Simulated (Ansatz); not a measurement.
# A computed series for GaCuSe2: response to strain

Base system: GaCuSe₂ in the chalcopyrite structure (space group I-42d, No. 122; a = 5.508 Å, c = 10.962 Å). Axes: x, y, z lie along a, b, c of the conventional cell.

Strains are applied to the cell and any free atomic positions relax.

Level of theory: LDA in Ansatz (plane waves to 420 eV, PAW, without spin-orbit coupling).

Candidates:
(a) uniaxial strain ε_zz = −1.50 %
(b) uniaxial strain ε_zz = −0.75 %
(c) uniaxial strain ε_zz = −2.25 %
(d) uniaxial strain ε_zz = −3.00 %

Notes on the quantities. energy relative to the base: free energy F.

### Question
Order them by energy relative to the base, highest first.

### Answer
(d) uniaxial strain ε_zz = −3.00 % (+6.3 meV/atom), (c) uniaxial strain ε_zz = −2.25 % (+3.5 meV/atom), (a) uniaxial strain ε_zz = −1.50 % (+1.6 meV/atom), (b) uniaxial strain ε_zz = −0.75 % (+0.4 meV/atom)

Whether these cells are dynamically stable was not tested. The final runs are not spin-polarised.

Ansatz is a quantum-chemistry and plane-wave program.
